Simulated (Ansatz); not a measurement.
Input:

```
CELL_PARAMETERS angstrom
      3.40772     0.00000     0.00000
      0.00000     3.40772     0.00000
      1.70386     1.70386     2.40963
ATOMIC_POSITIONS crystal
  B  0.75000 0.25000 0.50000
  As 0.00000 0.00000 0.00000
```

Space group of this cell: F-43m, zinc blende. The cell is taken as given; by r2SCAN its mean pressure is -3.0 GPa.

These are r2SCAN (plane waves, PAW; Ansatz, a quantum-chemistry and plane-wave program) values and carry that method's errors.

The current runs along the normal of the first two printed vectors; no spin-orbit coupling. Scaled by the factor s: the length along the current (ions clamped). Meshes 12×12×12 and 10×10 across the current in all rows.

```json
[
 {"s": "0.97", "mean pressure (GPa)": "1.2", "band gap (eV)": "0.90"},
 {"s": "1.00", "mean pressure (GPa)": "-3.0", "band gap (eV)": "1.41"},
 {"s": "1.03", "mean pressure (GPa)": "-6.5", "band gap (eV)": "?"}
]
```

Task: Take the slope of the band gap against ln s from the two given rows, extrapolate to s = 1.03, and say what the run there gives.

Result: Slope = (0.90 − 1.41) / ln 0.97 = 16.7 eV. The line gives 1.41 + (16.7) × ln 1.03 = 1.90 eV. The run gives 1.21 eV, 0.69 eV under the line, 140 % of the predicted step.
